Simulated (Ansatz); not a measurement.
Here is the system:

```yaml
crystal:
  lattice:
    - [5.55812, 0.00000, 0.00000]
    - [2.77906, 4.81347, 0.00000]
    - [2.77906, -1.60449, 2.30496]
  atoms:
    - { symbol: Ba, position: [0.00000, 0.00000, 0.00000] }
    - { symbol: Ti, position: [0.00000, 0.50000, 0.50000] }
    - { symbol: O, position: [0.50000, 0.00000, 0.00000] }
    - { symbol: O, position: [0.00000, 0.50000, 0.00000] }
    - { symbol: O, position: [0.50000, 0.50000, 0.00000] }
```

No spin polarisation.

Computed with Ansatz (a program for electronic structure), PBEsol, PAW, cutoff 420 eV, scalar-relativistic without spin-orbit coupling. Settings: 8×8×8 k-points, 0.05 eV Fermi–Dirac smearing.

Q: Predict the pressure, band gap and gap character.

A: 
* **Pressure (mean of the normal stresses, compression positive)**: 27.0 kbar
* **Band gap**: 1.81 eV
* **Gap character**: indirect, T → Γ

The cells carry an imposed strain or load. Whether these cells are dynamically stable was not tested. The final runs are not spin-polarised. The cell was made from BaTiO₃ in the cubic perovskite structure (space group Pm-3m, No. 221) by this change: biaxial strain −1.00 %, plane normal [111], relaxed out of plane. Many cubic perovskites are stable only at high temperature; tilts and polar distortions were not tested. This is not the structure that BaTiO3 has at room temperature and ambient pressure.
